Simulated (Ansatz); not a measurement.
Given:

```
CELL_PARAMETERS angstrom
      4.11523     0.00000     0.00000
      0.00000     2.93097     2.99747
      0.00000    -2.93097     2.99747
ATOMIC_POSITIONS crystal
  Zr 0.50000 0.50762 0.50762
  Pb 0.00000 0.95026 0.95026
  O  0.50000 0.02930 0.56185
  O  0.50000 0.56185 0.02930
  O  0.00000 0.55795 0.55795
```

These are PBEsol with spin-orbit coupling, rigid bands (plane waves, PAW; Ansatz, a first-principles code) values and carry that method's errors. Geometry: cell and atoms relaxed with PBEsol.

Predict the hole conductivity mass (n e² τ/σ) at 300 K, by direction if it differs.

0.39 (x), 1.07 (y), 0.93 (z) mₑ.

Predict the electron conductivity mass (n e² τ/σ) at 300 K, by direction if it differs.

0.53 (x), 0.35 (y), 0.41 (z) mₑ.

And the band gap?

2.34 eV at this level; semilocal functionals usually fall short of the measured gap.

Rigid bands, one relaxation time for all states, no polarons.

Formula and space group known from diffraction (Crystallography Open Database), not checked to be the room-temperature form: ZrPbO3 (Amm2).
